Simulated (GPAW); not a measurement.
# How a calculation on Ir₂YSi₂ (P4/nmm, 10 atoms in the cell) responds to its settings

```
CELL_PARAMETERS angstrom
      4.15100     0.00000     0.00000
      0.00000     4.15100     0.00000
      0.00000     0.00000     9.90857
ATOMIC_POSITIONS crystal
  Ir 0.00000 0.00000 0.00000
  Ir 0.50000 0.50000 0.00000
  Ir 0.50000 0.00000 0.62600
  Ir 0.00000 0.50000 0.37400
  Y  0.50000 0.00000 0.25200
  Y  0.00000 0.50000 0.74800
  Si 0.00000 0.00000 0.50000
  Si 0.50000 0.50000 0.50000
  Si 0.50000 0.00000 0.86700
  Si 0.00000 0.50000 0.13300
```

Base run A: PBEsol, GPAW PAW datasets PBEsol (made by gpaw-setup) in GPAW, self-consistent single point.

Its settings: mode = pw; ecut = 600 eV; xc = PBEsol; kpts = 3 3 2; mesh shift (steps) = 0 0 0; occupations.name = fermi-dirac; occupations.width = 0.136 eV; nbands = -14; convergence.density = 1e-05 e/electron; convergence.energy = 1e-05 eV/electron; symmetry.symmorphic = false; symmetry.tolerance = 0.0005; maxiter = 150.

The starting cell comes from a database of published, mostly measured structures (it also holds non-ambient and calculated ones), without a prior relaxation at this level. Its lattice was rescaled by a random factor within 2.5 % of one. Spin polarisation is off. In the base run, with a pressure of about -7 GPa the cell is away from its equilibrium volume at this level. Without a gap this mesh is coarse (it stands for a supercell whose shortest vector is 12 Å).

ΔF is the free energy per atom less that of run A. 

```
run  nbands  ΔF (meV/atom)  pressure (GPa)  largest force (eV/Å)
---  ------  -------------  --------------  --------------------
A       -14           0.00           -7.14                 0.241
B        49           63.4           -6.15                 0.370
C        -1           10.9           -6.92                 0.334
D        -2           1.76           -7.14                 0.271
E        -4           0.00           -7.14                 0.240
F        -8           0.00           -7.15                 0.242
G       -16           0.00           -7.15                 0.240
H       -32           0.00           -7.14                 0.240
I       -64           0.00           -7.14                 0.240
```

Run B against A: The free energy goes up by 63.4 meV/atom, the pressure goes from -7.14 to -6.15 GPa and the largest force goes from 0.241 to 0.370 eV/Å.

Run I against A: The free energy is nearly the same (within 1 meV/atom), the pressure stays at -7.14 GPa and the largest force moves little (0.241 to 0.240 eV/Å).
